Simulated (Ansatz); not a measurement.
**Contacts to Si (110, Si face)**

Plane-wave PAW runs of Ansatz (a program for electronic structure) at PBE, 420 eV, without spin–orbit coupling and spin-polarised for magnetic metals alone: periodic stacks cut from bulk faces, the metal strained to the host, one local minimum each, barriers from the potential line-up.

| metal face | host face | atoms; faces of host | metal; metal's strain (%) | hole barrier (eV) | electron barrier (eV) |
|---|---|---|---|---|
| (1) CoSi2 (110) | Si (110) | 34; Si/Si | CoSi/CoSi; +2.1 | (withheld) | (withheld) |
| (2) NiSi2 (110) | Si (110) | 34; Si/Si | NiSi/NiSi; +0.5 | 0.37 | 0.24 |
| (3) TaN-rs (110) | Si (110) | 68; Si/Si | NTa/NTa; +1.1 | 0.19 | 0.42 |
| (4) W (110) | Si (110) | 56; Si/Si | W/W; -0.8 | (withheld) | (withheld) |

Task: Some entries are withheld; supply them.

Result: 
- (1) CoSi2 (110), hole barrier (eV): 0.34
- (1) CoSi2 (110), electron barrier (eV): 0.26
- (4) W (110), hole barrier (eV): 0.51
- (4) W (110), electron barrier (eV): 0.10
